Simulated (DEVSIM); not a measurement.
Structure: illuminated InP p-on-n cell, one wavelength, at 300 K.

Layer 1 from the left is InP, thickness (μm) 0.250, Na (cm⁻³) 1.8e18, τn (s) 6.2e-11, τp (s) 1.3e-10, absorption coefficient (cm⁻¹) 37000. Layer 2 from the left is InP, thickness (μm) 2.70, Nd (cm⁻³) 1.2e15, τn (s) 1.1e-9, τp (s) 1.1e-9, absorption coefficient (cm⁻¹) 37000.

Left contact: ohmic, minority electron recombination velocity 1000 cm/s. Right contact: ohmic, minority hole recombination velocity 100 cm/s. Voltage is applied to the left contact. Recombination: SRH at mid-gap, radiative, Auger. Light enters at the left, 1.1e15 photons cm⁻² s⁻¹, one pass, no reflection. Mobility is μmin + (μ − μmin)/(1 + (N/Nref)^α).

This is a model device: material constants are rounded textbook-type values typed into the input, and sizes, dopings and lifetimes were drawn at random. Values at 300 K.

InP: gap (eV) 1.344, affinity (eV) 4.38, permittivity 12.5, Nc (cm⁻³) 5.7e17, Nv (cm⁻³) 1.1e19, μn (cm²/Vs) 5200, μp (cm²/Vs) 170, μn,min 400, μp,min 10, Nref,n 3e17, Nref,p 4.9e17, αn 0.47, αp 0.62, B (cm³/s) 1.2e-10, Cn (cm⁶/s) 9e-31, Cp (cm⁶/s) 9e-31.

DEVSIM, 1D drift-diffusion, Boltzmann statistics, complete ionisation; no tunnelling, impact ionisation, image-force lowering or self-heating.

### Question
What does the simulation give for the dark forward voltage at 100 A/cm², the potential step across the device at zero bias, the share of generated pairs collected at short circuit?

### Answer
dark forward voltage at 100 A/cm² 1.065 V; potential step across the device at zero bias 1.138 V; share of generated pairs collected at short circuit 0.951.
